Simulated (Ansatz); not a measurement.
The reference is BN in the zinc blende structure (space group F-43m, No. 216; a = 3.605 Å). Axes: x, y, z lie along the cube axes.

The change: uniaxial stress, 3 GPa compression along x, with the cell and atoms free to relax against it.

Levels (all Ansatz, an electronic-structure program, PAW, earlier PAW set): PBEsol (420 eV, spin-orbit coupling left out); r2SCAN (500 eV, spin-orbit coupling left out); HSE06 (420 eV, no spin-orbit coupling); PBEsol+SOC (420 eV, spin-orbit coupling included); HSE06+SOC (420 eV, spin-orbit coupling included).

One geometry, relaxed with PBEsol, under each level:

The valence-band top lists the three highest levels at Γ (Kramers pairs under SOC), from the VBM.

| level | band gap | lowest conduction level above the VBM at special points | valence-band top at Γ | electron mass | pressure |
|---|---|---|---|---|---|
| PBEsol | 4.21 eV | M 4.21 eV; X 4.29 eV; S 6.66 eV; S₀ 6.66 eV | 0.00, -0.05, -0.05 eV | 0.88 mₑ along k, 0.29 mₑ across (at M) | 10.0 kbar |
| r2SCAN | 4.91 eV | M 4.91 eV; X 5.00 eV; S 7.42 eV; S₀ 7.42 eV | – | 0.86 mₑ along k, 0.29 mₑ across (at M) | 22.6 kbar |
| HSE06 | … | … | – | – | – |
| PBEsol+SOC | 4.20 eV | M 4.20 eV; X 4.29 eV; S 6.66 eV; S₀ 6.66 eV | 0.00, -0.04, -0.06 eV | 0.88 mₑ along k, 0.29 mₑ across (at M) | 10.0 kbar |
| HSE06+SOC | … | … | … | – | – |

Problem. Give the withheld HSE06 and HSE06+SOC results.

Solution. 
- HSE06, band gap: 5.71 eV
- HSE06, lowest conduction level above the VBM at special points: M 5.71 eV; X 5.79 eV; S 8.27 eV; Γ 10.56 eV
- HSE06+SOC, band gap: 5.70 eV
- HSE06+SOC, lowest conduction level above the VBM at special points: M 5.70 eV; X 5.79 eV; S 8.27 eV; Γ 10.56 eV
- HSE06+SOC, valence-band top at Γ: 0.00, -0.04, -0.06 eV

Single points use the geometry relaxed with PBEsol. Their cutoffs differ, which shifts pressures a little. HSE06 gaps are upper bounds (no full band path). Differences between runs with and without spin-orbit coupling are approximate. Load acts through the strain it causes; cell and atoms are relaxed under it. Effective masses come from finite differences of ±0.01 Å⁻¹. Along k means along the line from Γ to the band edge. Beyond what the load breaks, stability against distortions was not tested. k-point labels follow each cell's own Brillouin zone.
